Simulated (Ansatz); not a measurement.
Candidates (primitive cells; geometry: relaxed with this functional, without spin-orbit coupling):
A. LaPb₃ (Pm-3m), a = 4.880 Å, b = 4.880 Å, c = 4.880 Å, α = 90.00°, β = 90.00°, γ = 90.00°
B. NbZn3 (Pm-3m), a = 3.877 Å, b = 3.877 Å, c = 3.877 Å, α = 90.00°, β = 90.00°, γ = 90.00°
C. LuPt3 (Pm-3m), a = 4.0252 Å, b = 4.0252 Å, c = 4.0252 Å, α = 90.00°, β = 90.00°, γ = 90.00°

Task: Rank these by mean free path at 300 K (lowest first), as Ansatz (a quantum-chemistry and plane-wave program) with PBEsol, DFPT electron-phonon coupling, linearised Boltzmann equation gives it.

Result: A (6.3 nm), C (10.5 nm), B (14.3 nm)

Metals; harmonic phonons alone scatter; means over directions. The mean free path is weighted by the current that each state carries. Halving the electron mesh moves these values by up to 10 %; q meshes are mostly untested. Some of the runs warned that the eigensolver left states short of its tolerance. Spin-orbit coupling is left out.

Formula and space group known from diffraction (Crystallography Open Database), not checked to be the room-temperature form: LaPb3 (Pm-3m), LuPt3 (Pm-3m), NbZn3 (Pm-3m). The missing spin-orbit coupling matters most for LaPb3 (Pm-3m), LuPt3 (Pm-3m).
